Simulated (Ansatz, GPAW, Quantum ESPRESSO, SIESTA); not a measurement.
## NaMg₆Cu (Amm2, 8 atoms in the cell) computed with different codes at matched settings

Self-consistent single point.

```
NaMg6Cu
1.0
    4.98343     0.00000     0.00000
    0.00000     3.14188     5.39189
    0.00000    -3.14188     5.39189
Na Mg Cu
1 6 1
Direct
  0.50000   0.33361   0.33361
  0.50000   0.33183   0.83599
  0.50000   0.83599   0.33183
  0.00000   0.15176   0.67638
  0.00000   0.67638   0.15176
  0.00000   0.67214   0.67214
  0.00000   0.16439   0.16439
  0.50000   0.83391   0.83391
```

Shared settings, as Ansatz (a program for electronic structure) writes them: kpoints.mp_grid.grid = 2 2 2; scf.occupations.method = fermi_dirac; scf.occupations.width = 0.1 eV. Potentials and cutoffs stand in the table.

| code | model | pressure (GPa) | largest force (eV/Å) | cutoff |
|---|---|---|---|---|
| Ansatz | PBEsol, PAW files made with PBE | -0.04 | 0.049 | 420 eV |
| Quantum ESPRESSO | PBEsol, SSSP 1.1.2 efficiency (PBE) pseudopotentials | -0.17 | 0.051 | 50 Ry |
| GPAW | PBEsol, GPAW PAW datasets PBEsol (made by gpaw-setup) | 0.00 | 0.050 | 850 eV |
| SIESTA | GGA PBEsol, numerical atomic orbitals DZP, PseudoDojo PBEsol standard norm-conserving potentials (rewritten from UPF to PSML) | 2.39 | 0.086 | grid 400 Ry |

Size of the force on each atom (eV/Å): Sizes of forces hide their directions.

| code | Na1 | Mg2 | Mg3 | Mg4 | Mg5 | Mg6 | Mg7 | Cu8 |
|---|---|---|---|---|---|---|---|---|
| Ansatz | 0.048 | 0.023 | 0.023 | 0.046 | 0.046 | 0.013 | 0.026 | 0.049 |
| Quantum ESPRESSO | 0.051 | 0.027 | 0.027 | 0.046 | 0.046 | 0.013 | 0.025 | 0.050 |
| GPAW | 0.048 | 0.023 | 0.023 | 0.042 | 0.042 | 0.022 | 0.030 | 0.050 |
| SIESTA | 0.076 | 0.069 | 0.069 | 0.029 | 0.029 | 0.019 | 0.086 | 0.080 |

On Ansatz's run: spin polarisation is off.

The spread over the programs that give each value: pressure within 2.56 GPa; largest force within 0.037 eV/Å.

SIESTA uses small atom-centred bases, whose incompleteness enters pressures, forces and empty levels differently from a plane-wave cutoff. Ansatz's pressure is given at a fixed set of plane waves, as the other plane-wave codes print theirs. In the pressure, SIESTA (by 2.43) lies more than 1 GPa from the median of the plane-wave programs. In the force vectors, SIESTA (by 0.112) lies more than 0.08 eV/Å from the median of the plane-wave programs.

On the base mesh (3 3 3) the same programs gave: Ansatz pressure 0.28 GPa; Quantum ESPRESSO pressure 0.18 GPa; GPAW pressure 0.32 GPa; SIESTA pressure 2.75 GPa.

The values differ from the base mesh's, so the mesh still matters here: the table compares the programs at equal settings.

The starting cell comes from a database of computed structures (which also holds hypothetical and non-ambient phases and stackings), without a prior relaxation at this level. Its lattice was rescaled by a random factor within 2.5 % of one.

Left out of this page: ABINIT (with a known weakness of the program); CP2K (unsound by tests on forces, stress, charge or solver warnings); Elk (not drawn, or without a comparable value).

Keys are those of Ansatz 0.2.
